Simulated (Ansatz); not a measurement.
Cr on the Sr site + O vacancy in rock-salt SrO (start: the Sr site; O 2.60 Å away; 64-site cell, 2×2×2 shifted sampling). Computed with PBE, PAW (plane waves to 420 eV; Ansatz, a first-principles code). Total energies of the localised charge states, counted from that of charge +2, and their image corrections (point charge with alignment); the host's valence-band maximum lies at 7.603 eV on the cells' energy zero and its gap is 3.33 eV.

| charge | moment (μB) | E − E(first) (eV) | correction (eV) |
|---|---|---|---|
| +2 | 4.0 | 0.000 | 0.164 |
| +1 | 3.0 | 9.601 | -0.046 |
| 0 | 4.0 | 19.570 | 0.000 |
| −1 | 5.0 | 29.996 | 0.245 |

Derive the transition levels above the valence-band maximum and say which of them are thermodynamic.

A level is the Fermi energy at which two charges have equal formation energy: ε(q/q′) = [E(q′) + corr(q′) − E(q) − corr(q)] / (q − q′) − E_VBM.
ε(+2/+1) = [(9.601 + -0.046) − (0.000 + 0.164)] / 1 − 7.603 = 1.79 eV
ε(+1/0) = [(19.570 + 0.000) − (9.601 + -0.046)] / 1 − 7.603 = 2.41 eV
ε(0/−1) = [(29.996 + 0.245) − (19.570 + 0.000)] / 1 − 7.603 = 3.07 eV
Thermodynamic levels at least 0.1 eV inside the gap: (+2/+1) at 1.79 eV; (+1/0) at 2.41 eV; (0/−1) at 3.07 eV. They hold to tenths of an eV in this cell. Charges with a result: +2, +1, 0, −1. Others weren't obtained, and one of them could lie lower, also by skipping a charge. The geometries come from one start. Flagged in the runs: a doubtful potential alignment, a strain field that reaches the edge of the cell.
